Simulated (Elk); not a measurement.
Worked example: self-consistent single point of Si2W (P1, 3 atoms in the cell) in Elk.

Method: PBEsol, all-electron FP-LAPW, Elk's shipped species files, default APW+lo basis (Elk).

```yaml
crystal:
  lattice:
    - [-1.60736, 1.60736, 3.90103]
    - [1.60736, -1.60736, 3.90103]
    - [1.60736, 1.60736, -3.90103]
  atoms:
    - { symbol: Si, position: [0.33363, 0.33916, 0.00222] }
    - { symbol: Si, position: [0.66594, 0.66311, 0.99620] }
    - { symbol: W, position: [0.00044, 0.99773, 0.00159] }
```

Reference input (self-consistent single point, DFT, PBE, all-electron FP-LAPW, Elk's shipped species files, default APW+lo basis): xctype = 20; rgkmax = 7; stype = 3; swidth = 0.00367493 Ha; ngridk = 7 7 9; rmtscf = 0.92. This run's input differs from it in these lines:

```diff
@@ -4,3 +4,3 @@
 xctype
-  20
+  22
```

Output (repeated stretches shortened):

```
│ Self-consistent loop started │
│ Loop number : 1 │
 total energy                :     -16737.7670802
│ Loop number : 2 │
 total energy                :     -16738.1047142
RMS change in Kohn-Sham potential (target) :   0.4706504346     (  0.1000000000E-05)
Absolute change in total energy (target)   :   0.3376340163     (  0.1000000000E-03)
│ Loop number : 3 │
 total energy                :     -16737.5709308
RMS change in Kohn-Sham potential (target) :   0.4472118852     (  0.1000000000E-05)
Absolute change in total energy (target)   :   0.4493748982     (  0.1000000000E-03)
│ Loop number : 4 │
   [... lines left out ...]
Absolute change in total energy (target)   :   0.2941969506E-03 (  0.1000000000E-03)
│ Loop number : 14 │
 total energy                :     -16740.5811160
RMS change in Kohn-Sham potential (target) :   0.1302432945E-06 (  0.1000000000E-05)
Absolute change in total energy (target)   :   0.1247279033E-03 (  0.1000000000E-03)
│ Loop number : 15 │
 total energy                :     -16740.5811243
RMS change in Kohn-Sham potential (target) :   0.2626082813E-07 (  0.1000000000E-05)
Absolute change in total energy (target)   :   0.3945819117E-04 (  0.1000000000E-03)
Convergence targets achieved

│ Loop number : 16 │

Energies :
 Fermi                       :     0.473888834043
 total energy                :     -16740.5811232

Density of states at Fermi energy :    9.156441535
 (states/Hartree/unit cell)

Estimated indirect band gap :   0.1795888118E-02
 from k-point    270 to k-point    235
Estimated direct band gap   :   0.2441008212E-01
 at k-point    173

Charges :
 core                        :    66.00000000
 valence                     :    36.00000000
 interstitial                :    5.761873939
 muffin-tins (core leakage)
  species :    1 (Si)
   atom    1                 :    11.85405799     (  0.3319223964E-02)
   atom    2                 :    11.84668032     (  0.3314177388E-02)
  species :    2 (W)
   atom    1                 :    72.53738775     (  0.5338145286E-06)
 total in muffin-tins        :    96.23812606
 total calculated charge     :    101.9861019
 total charge                :    102.0000000
 error                       :   0.1389814939E-01

│ Self-consistent loop stopped │
```

The run converged in 16 iterations. The count includes the last loop, which Elk runs after its targets are met. 

The starting cell comes from a database of computed structures (which also holds hypothetical and non-ambient phases and stackings), without a prior relaxation at this level. Its atoms were displaced at random from the sites of space group no. 139. Spin-orbit coupling is off. Spin polarisation is off. Values depend on the basis (sphere radii, cutoffs, local orbitals), which need not be converged. The log's line on a gap gives a spacing of levels on this mesh, which the program prints for metals too.

Cost on one core of a shared machine: roughly 5 min.
